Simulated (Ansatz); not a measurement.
The reference is Au in the fcc (Cu type) structure (space group Fm-3m, No. 225; a = 4.048 Å; relaxed with 0.1 eV smearing). Axes: x, y, z lie along the cube axes.

The values are results of Kohn–Sham DFT with the LDA functional, run in Ansatz (a quantum-chemistry and plane-wave program) with PAW and 420 eV plane waves, no SOC, not measurements.

The change: biaxial strain −1.00 %, plane normal [001], relaxed out of plane (Cartesian); in-plane vectors clamped, the third vector and the atoms free.

Problem. What happens to the out-of-plane strain?

Solution. The out-of-plane strain comes out as +1.71 %.

No phonon test of stability was made.
